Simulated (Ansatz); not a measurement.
Abridged Ansatz (a quantum-chemistry and plane-wave program) output:

```
Pseudopotential: Pd, paw, valence charge 18
Pseudopotential: Ag, paw, valence charge 19
Crystal: 3 atoms, lattice volume = 45.600 Å³
Basis set: ecut = 420 eV, 875 PW (Γ), exchange–correlation on 72×72×72 points (8 copies of the dense FFT grid, shifted against one another)
Bands: 32, of which v1, the nominal top of the filled ones, is band 28 counted from 1 (27 counted from 0)
Symmetry: 8 space group operations
k-points: 1166 of 8000
Functional: x = pbesol(κ = 0.804, μ = 0.12345679012345678), c = pbesol(β = 0.046)
SCF iter   1: F=—  HF=-21335.602115 eV  |F-HF|=—  |Δ(HF+E_count)|=         —  Δρ=1.02e-2  dr2=3.83e-2  ethr=1.77e-3  ⟨swp⟩=6.0  Hψ=137478  notcnv=0
SCF iter   2: F=—  HF=-21335.594888 eV  |F-HF|=—  |Δ(HF+E_count)|=   7.23e-3  Δρ=3.91e-3  dr2=5.96e-3  ethr=6.97e-5  ⟨swp⟩=2.5  Hψ=66772  notcnv=0  defer=17
SCF 1 converged in 8 iterations: F = -21335.593424 eV  dr2 = 2.95e-10
SCF converged after 8 iterations
Free energy (F): -21335.593424 eV
Internal energy: -21335.565192 eV  (E = F + TS)
E sigma→0 (E₀):  -21335.579308 eV
Entropy (-TS):   -0.028232 eV (-9.411 meV/atom)
Fermi energy:    18.878341 eV
--- Forces (eV/Å), atoms counted from 1 ---
  atom   1  Pd     0.00000000    -0.00000000    -0.00090228
  atom   2  Pd    -0.00000000     0.00000000     0.00090228
  atom   3  Ag     0.00000000     0.00000000     0.00000000
--- Stress (GPa, compression-positive) ---
       -0.002133       0.000000      -0.000000
        0.000000      -0.004565      -0.000000
       -0.000000      -0.000000       0.011005
  P = ⅓ Tr σ = 0.0014 GPa (0.014 kbar)
```

Q: What was computed, and what are the main results?

A: AgPd2, 3 atoms in the cell, with DFT with PBEsol, PAW potentials and a 420 eV plane-wave cutoff in Ansatz, spin-orbit coupling left out. The last SCF converged to F = -21335.593424 eV, or -7111.8645 eV per atom, at a pressure of 0.00 GPa. The total energy compares only with runs of the same code, potentials and settings.

These are small ordered cells, not random alloys; other orderings at the same x differ. No phonon test of stability was made. All final runs are without spin polarisation. An odd electron count without spin: AgPd2. The cell was made from Ag by this change: x(Pd) = 0.667, 3 atoms, Immm. AgPd2 has a high density of states at the Fermi level and may be magnetic at this level.
